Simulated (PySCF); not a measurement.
PySCF 2.14.0, PBE0/def2-svp, df: Hf(F)3(I) ([F][Hf]([F])([F])[I]), 5 atoms. The geometry is a generated start, not checked to be a minimum at this level.

| Item | Result |
|---|---|
| task | energy |
| method | pbe0 |
| basis | def2-svp |
| two-electron scheme | density fitting |
| mol.max_memory | 3000 MB |
| mf.max_cycle | 100 |
| mf.conv_tol | 1e-09 (default) |
| mf.grids.level | 3 (default) |
| effective core potentials | those of the basis set, past Kr |
| basis functions | 100 |
| grid points | 88536 |

```xyz
5

Hf     0.0401    -0.0738     0.1384
F      0.4252     1.1722     1.4166
F      1.5027    -1.1363    -0.1228
F     -1.3547    -1.1058     0.7110
I     -0.6133     1.1437    -2.1431
```

Charge 0 and multiplicity 1 are set for this test and not shown to be the ground state.

With the defaults (mf.DIIS = CDIIS, mf.diis = true, mf.damp = 0, mf.diis_start_cycle = 1, mf.init_guess = minao, newton = off, mf.level_shift = 0, mf.diis_space = 8) it converges in 13 Fock builds. One run each on 2 threads, 1 BLAS thread, with these changes:
- mf.diis_space = 5
- mf.level_shift = 0.3 Hartree
- mf.diis = false, mf.damp = 0.7, mf.diis_start_cycle = 999
- mf.init_guess = atom
- newton = Hessian by the SCF's own integrals
- mf.diis = false
- mf.damp = 0.3, mf.diis_start_cycle = 4
- mf.diis_space = 20
- mf.DIIS = EDIIS

Problem. Name the settings that don't reach the solution of the defaults.

Solution. No convergence: mf.DIIS = EDIIS; mf.diis = false (the run ends without SCF convergence in 100 cycles). The rest reach the solution of the defaults.

| setting | Fock builds | end |
|---|---|---|
| the defaults | 13 | same solution |
| mf.init_guess = atom | 13 | same solution |
| mf.diis_space = 20 | 13 | same solution |
| mf.diis_space = 5 | 14 | same solution |
| mf.damp = 0.3, mf.diis_start_cycle = 4 | 14 | same solution |
| mf.level_shift = 0.3 Hartree | 16 | same solution |
| mf.diis = false, mf.damp = 0.7, mf.diis_start_cycle = 999 | 30 | same solution |
| newton = Hessian by the SCF's own integrals | 44 | same solution |
| mf.DIIS = EDIIS | 101 | no convergence |
| mf.diis = false | 101 | no convergence |

Under newton the count holds the products with the orbital Hessian.
